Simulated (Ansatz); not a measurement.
# Hypothetical Pm-3n GaN, response to strain

Start from GaN (space group Pm-3n, No. 223; a = 5.571 Å; a hypothetical phase, not in the database extracts checked). Axes: x, y, z lie along the cube axes.

Strains are applied to the cell and any free atomic positions relax; under biaxial strain the out-of-plane vector relaxes too; under stress the whole cell relaxes.

Computed with Kohn–Sham DFT with the PBE functional, run in Ansatz (a first-principles code) with PAW and 420 eV plane waves, without spin-orbit coupling.

Notes on the quantities. energy relative to the base: free energy F; pressure: mean of the normal stresses, compression positive.

```csv
variant,energy relative to the base,pressure,electron mass,space group
base,0 meV/atom,0.01 GPa,0.19 mₑ (at Γ),Pm-3n (No. 223)
"biaxial strain −0.54 %, plane normal [001], relaxed out of plane",+0.8 meV/atom,1.13 GPa,0.19 mₑ (at Γ),P4_2/mmc (No. 131)
isotropic strain −3.26 %,+66 meV/atom,16.98 GPa,0.24 mₑ (at Γ),Pm-3n (No. 223)
isotropic strain +1.11 %,?,-4.21 GPa,?,Pm-3n (No. 223)
"uniaxial stress, 3 GPa tension along x",?,–,0.19 mₑ (at Γ),P4_2/mmc (No. 131)
```

Complete the table.


- isotropic strain +1.11 %, energy relative to the base: +6.5 meV/atom
- isotropic strain +1.11 %, electron mass: 0.17 mₑ (at Γ)
- uniaxial stress, 3 GPa tension along x, energy relative to the base: +1.7 meV/atom

The levels and masses belong to the bands next to the band gap. Masses are band curvatures over ±0.01 Å⁻¹ around the edge. Beyond what the load breaks, stability against distortions was not tested.
